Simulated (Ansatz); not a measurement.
Input and output of a relaxation of the atoms for Hf2CoP (Pm, 8 atoms in the cell) (Ansatz, a quantum-chemistry and plane-wave program).

Method of the run: LDA (PW92), default PAW files made with PBE (plane waves; Ansatz).

The change in words: one atom moved by 0.15 angstrom; relax: default → atoms; relax.f_tol: default → 0.001 eV/Å. Reference geometry:
```
CELL_PARAMETERS angstrom
      5.12723     0.00000     0.00000
      0.00000     3.54677     0.00000
     -2.42338     0.00000     6.90814
ATOMIC_POSITIONS crystal
  Hf 0.77240 0.25000 0.56352
  Hf 0.22760 0.75000 0.43648
  Hf 0.29612 0.25000 0.08172
  Hf 0.70388 0.75000 0.91828
  Co 0.35977 0.25000 0.71069
  Co 0.64023 0.75000 0.28931
  P  0.86171 0.25000 0.21106
  P  0.13829 0.75000 0.78894
```

Reference input (self-consistent single point, DFT, LDA (PW92), plane waves, default PAW files made with PBE): basis.ecutwfc = 420 eV; kpoints.mp_grid.grid = 5 7 3; hamiltonian.xc = lda; hamiltonian.pseudopotentials = {kind: paw} (the program's default PAW files); scf.occupations.method = gaussian; scf.occupations.width = 0.1 eV. This run's input differs from it in these lines:

```diff
@@ -6,3 +6,3 @@
   atoms:
-    - { symbol: Hf, position: [0.772400, 0.250000, 0.563520] }
+    - { symbol: Hf, position: [0.782663, 0.250000, 0.585234] }
     - { symbol: Hf, position: [0.227600, 0.750000, 0.436480] }
@@ -27,2 +27,4 @@
     width: 0.1
+relax:
+  f_tol: 0.001
 output:
```

Output, abridged:

```
   [... SCF lines of the steps left out ...]
relax step   1: F+E_penalty+E_count = -73492.90915983 eV  Δ(F+E_penalty+E_count) = +0.000e0 eV  max|allowed force component| = 1.369e0 eV/Å  Δτ_max = 0.0000 Å  (9 SCF iters, dr2 threshold 1.00e-7 eV, accepted)
relax step   2: F+E_penalty+E_count = -73492.95280985 eV  Δ(F+E_penalty+E_count) = -4.365e-2 eV  max|allowed force component| = 8.850e-1 eV/Å  Δτ_max = 0.1951 Å  (8 SCF iters, dr2 threshold 1.00e-4 eV, accepted)
relax step   3: F+E_penalty+E_count = -73493.01306027 eV  Δ(F+E_penalty+E_count) = -6.025e-2 eV  max|allowed force component| = 5.554e-2 eV/Å  Δτ_max = 0.0674 Å  (7 SCF iters, dr2 threshold 4.89e-5 eV, accepted)
relax step   4: F+E_penalty+E_count = -73493.01387024 eV  Δ(F+E_penalty+E_count) = -8.100e-4 eV  max|allowed force component| = 2.333e-2 eV/Å  Δτ_max = 0.0109 Å  (7 SCF iters, dr2 threshold 1.93e-7 eV, accepted)
relax step   5: F+E_penalty+E_count = -73493.01400581 eV  Δ(F+E_penalty+E_count) = -1.356e-4 eV  max|allowed force component| = 2.949e-3 eV/Å  Δτ_max = 0.0024 Å  (6 SCF iters, dr2 threshold 3.40e-8 eV, accepted)
relax step   6: F+E_penalty+E_count = -73493.01400842 eV  Δ(F+E_penalty+E_count) = -2.612e-6 eV  max|allowed force component| = 6.368e-4 eV/Å  Δτ_max = 0.0005 Å  (6 SCF iters, accepted)
the relaxation is at rest under the 2 symmetry operations that the run kept from its start: a minimum is not shown …
Free energy (F): -73493.014008 eV
Internal energy: -73492.985495 eV  (E = F + TS)
E sigma→0 (E₀):  -73492.999752 eV
Entropy (-TS):   -0.028514 eV (-3.564 meV/atom)
Fermi energy:    19.599933 eV
--- Forces (eV/Å), atoms counted from 1 ---
  atom   1  Hf    -0.00001955     0.00000000     0.00043686
  atom   2  Hf     0.00003066     0.00000000    -0.00040910
  atom   3  Hf    -0.00061015     0.00000000    -0.00034339
  atom   4  Hf     0.00063689     0.00000000     0.00036914
  atom   5  Co     0.00010567     0.00000000     0.00001944
   [... lines left out ...]
    - { symbol: Hf, position: [0.7063998797511762, 0.7500000000000001, 0.9222525200668883] }
    - { symbol: Co, position: [0.3578768410865402, 0.25, 0.7124336320297108] }
    - { symbol: Co, position: [0.644690389969429, 0.7500000000000001, 0.2929965596893963] }
    - { symbol: P, position: [0.8624608328867319, 0.25, 0.21321807820219416] }
    - { symbol: P, position: [0.14010454221923793, 0.7500000000000001, 0.7922095460069076] }
```

The run converged. 

Summary of the result:
| Property | Value |
|---|---|
| Free energy E − TS (on the zero of these files) | -73493.0140 eV |
| Fermi level (on the code's own zero) | 19.60 eV |
| Pressure | -4.50 GPa |
| Relaxation steps | 6 |

The starting cell comes from a database of computed structures (which also holds hypothetical and non-ambient phases and stackings), without a prior relaxation at this level. Its lattice was rescaled by up to half a per cent. For this run, on top of that: one atom moved by 0.15 angstrom. Spin polarisation is off, so a magnetic state, if there is one, cannot be reached. Ansatz's pressure includes its estimate of the finite-basis (Pulay) stress.

Cost on one core of a shared machine: roughly 5 min.

Keys are those of Ansatz 0.2.
